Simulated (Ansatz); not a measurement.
Here is the system:

```yaml
crystal:
  lattice:
    - [2.89303, 0.00000, 0.00000]
    - [-1.44652, 2.48063, 0.00000]
    - [0.00000, 0.00000, 4.53728]
  atoms:
    - { symbol: Ti, position: [0.66918, 0.33837, 0.75000] }
    - { symbol: Ti, position: [0.33082, 0.66163, 0.25000] }
```

No spin polarisation.

Level of theory: LDA, PAW, 420 eV (Ansatz, a quantum-chemistry and plane-wave program; no spin-orbit coupling). k-mesh 23×23×13 (Γ-centred); smearing 0.1 eV (Fermi–Dirac).

Q: Predict the stress and band gap.

A: The stress (xx, yy, zz, yz, xz, xy; compression positive) is (-1.6, -1.1, -0.9, 0.0, 0.0, 0.0) GPa and the band gap comes out as zero.

The cells carry an imposed strain or load. Whether these cells are dynamically stable was not tested. All final runs are without spin polarisation. The cell was made from Ti in the hcp (Mg type) structure (space group P6_3/mmc, No. 194) by this change: uniaxial strain ε_xx = +1.00 %.
